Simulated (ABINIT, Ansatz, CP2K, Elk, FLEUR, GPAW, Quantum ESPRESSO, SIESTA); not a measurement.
**One structure in several programs: MgCdS₂ (P4/mmm, 4 atoms in the cell)**

Self-consistent single point.

```
MgCdS2
1.0
    3.80768     0.00000     0.00000
    0.00000     3.80768     0.00000
    0.00000     0.00000     5.38570
Mg Cd S
1 1 2
Direct
  0.50000   0.50000   0.50000
  0.00000   0.00000   0.00000
  0.00000   0.00000   0.50000
  0.50000   0.50000   0.00000
```

All programs got the same cell, k-point mesh and kind of occupations (some realise fixed ones as a very narrow smearing) (in Ansatz's words: kpoints.mp_grid.grid = 5 5 3; scf.occupations.method = fixed); potentials, basis and cutoffs are each program's usual ones.

```
code                                                                                                                                      model  pressure (GPa)  gap on the mesh (eV)  k-points           cutoff
----------------  -----------------------------------------------------------------------------------------------------------------------------  --------------  --------------------  --------  ---------------
Ansatz                                                                                                          PBEsol, PAW files made with PBE           -3.15                 0.716        12          default
Quantum ESPRESSO                                                          PBEsol, PseudoDojo standard norm-conserving (PBESOL) pseudopotentials           -3.09                 0.717        12           105 Ry
GPAW                                                                                      PBEsol, GPAW PAW datasets PBEsol (made by gpaw-setup)           -3.25                 0.700        12           800 eV
FLEUR                                                                           PBEsol, all-electron FLAPW (FLEUR), scalar-relativistic valence               –                 0.733        12  Kmax 4.2 1/bohr
Elk                                           PBEsol, all-electron FP-LAPW, Elk's shipped species files, APW+lo basis with extra local orbitals               –                 0.719        12       rgkmax 7.5
CP2K                                                                 PBEsol, GPW, DZVP-MOLOPT-SR-GTH basis, GTH-PBE potentials (GTH_POTENTIALS)           -1.19                 0.646        38     grid 1000 Ry
SIESTA            GGA PBEsol, numerical atomic orbitals DZP, PseudoDojo PBEsol standard norm-conserving potentials (rewritten from UPF to PSML)           -4.86                 0.861        38      grid 350 Ry
ABINIT                                                                                       PBEsol, PAW (JTH v2.0 PBE PAW, files made for PBE)           -3.08                 0.696        12            21 Ha
```

A dash marks a value that a program does not give, or that is left out as unsure.

Gaps are read on the mesh. Another mesh or the band path gives a smaller gap, so these values are not converged in the mesh.

The spread over the programs that give each value: pressure within 3.67 GPa; gap on the mesh within 0.215 eV.

The starting cell comes from a database of computed structures (which also holds hypothetical and non-ambient phases and stackings), without a prior relaxation at this level. On Ansatz's run: In the base run, with a pressure of about -3 GPa the cell is away from its equilibrium volume at this level. Another mesh or the band path of this cell gives a smaller gap, so this value is not converged in the mesh.

Task: Why do the programs differ, and what cannot be compared?

Result: Differences of this kind can come from the potentials, where these differ, and from what each basis and cutoff leave unconverged. The valence holds different numbers of electrons (Ansatz (a first-principles code) 42, Quantum ESPRESSO 42, GPAW 34, FLEUR 40, CP2K 34, SIESTA 42, ABINIT 34). The zero of total energies and Fermi levels follows the potentials and each program's conventions, so they are not compared here. CP2K and SIESTA use small atom-centred bases, whose incompleteness enters pressures, forces and empty levels differently from a plane-wave cutoff. FLEUR and Elk treat all electrons, but the usual bases taken here (sphere radii, linearisation, local orbitals, empty states) were not tested for convergence, so the values are no reference for the others. Ansatz's pressure is given at a fixed set of plane waves, as the other plane-wave codes print theirs. The programs reduce the same mesh by symmetry to different extents, which changes the work and not the result. In the pressure, CP2K (by 1.93) and SIESTA (by 1.74) lie more than 1 GPa from the median of the plane-wave programs. In the gap, SIESTA (by 0.153) lies more than 0.12 eV from the median of the plane-wave programs.

Keys are those of Ansatz 0.2.
